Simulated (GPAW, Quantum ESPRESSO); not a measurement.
A GPAW input for a self-consistent single point of MoW (Cmmm, 2 atoms in the cell) (DFT LDA (Perdew-Wang 92), plane waves, GPAW PAW datasets LDA (gpaw-data 1.0.1)):

```python
from ase import Atoms
from ase.units import GPa
from gpaw import GPAW

atoms = Atoms(['Mo', 'W'],
              cell=[[1.530675, -2.165529, 0.000000],
                    [1.530675, 2.165529, 0.000000],
                    [0.000000, 0.000000, 4.348493]],
              scaled_positions=[[0.000000, 0.000000, 0.000000],
                                [0.500000, 0.500000, 0.500000]],
              pbc=True)

calc = GPAW(mode={'name': 'pw', 'ecut': 600},
            xc='LDA',
            kpts={'size': (10, 10, 6), 'gamma': True},
            occupations={'name': 'fermi-dirac', 'width': 0.136},
            nbands=-10,
            convergence={'density': 1e-05, 'energy': 1e-05},
            symmetry={'symmorphic': False, 'tolerance': 0.0005},
            maxiter=120)

atoms.calc = calc

energy = atoms.get_potential_energy()
print('Energy (eV):', round(energy, 6))
forces = atoms.get_forces()
print('Forces (eV/Ang):')
print(forces.round(5))
stress = atoms.get_stress()
print('Stress (GPa, Voigt):', (stress / GPa).round(4))
```

Write the same calculation as an input for Quantum ESPRESSO.

This is the input that was run; spellings and numerical settings could be chosen otherwise.

```fortran
&CONTROL
  calculation = 'scf',
  prefix = 'mow',
  outdir = './tmp',
  pseudo_dir = './',
  tprnfor = .true.,
  tstress = .true.,
/
&SYSTEM
  ibrav = 9,
  celldm(1) = 5.78511307,
  celldm(2) = 1.4147542751,
  celldm(3) = 1.4204494749,
  nat = 2,
  ntyp = 2,
  ecutwfc = 40,
  ecutrho = 320,
  occupations = 'smearing',
  smearing = 'fermi-dirac',
  degauss = 0.0099958,
/
&ELECTRONS
  conv_thr = 1.0e-11,
  mixing_beta = 0.7,
/
ATOMIC_SPECIES
Mo    95.9500  mo_lda_v1.uspp.F.UPF
W    183.8400  w_lda_v1.2.uspp.F.UPF
ATOMIC_POSITIONS {crystal}
Mo    0.00000000    0.00000000    0.00000000
W    -0.50000000    0.50000000   -0.50000000
K_POINTS {automatic}
10 10 6  0 0 0
```

Basis settings and potentials, where a program has them, do not carry over. This input uses DFT, LDA (PZ), plane waves, GBRV 1.5 ultrasoft (LDA) pseudopotentials. LDA parametrisations can differ slightly between programs. Both were run: pressure 18.21 GPa in GPAW and 17.99 in Quantum ESPRESSO.

On Quantum ESPRESSO: the starting cell comes from a database of computed structures (which also holds hypothetical and non-ambient phases and stackings), without a prior relaxation at this level. Its lattice was rescaled by a random factor within 2.5 % of one. For this run, on top of that: lattice scaled by 0.98. Spin polarisation is off. With a pressure of about 18 GPa the cell is away from its equilibrium volume at this level.

On GPAW: the starting cell comes from a database of computed structures (which also holds hypothetical and non-ambient phases and stackings), without a prior relaxation at this level. Its lattice was rescaled by a random factor within 2.5 % of one. For this run, on top of that: lattice scaled by 0.98. Spin polarisation is off. With a pressure of about 18 GPa the cell is away from its equilibrium volume at this level.
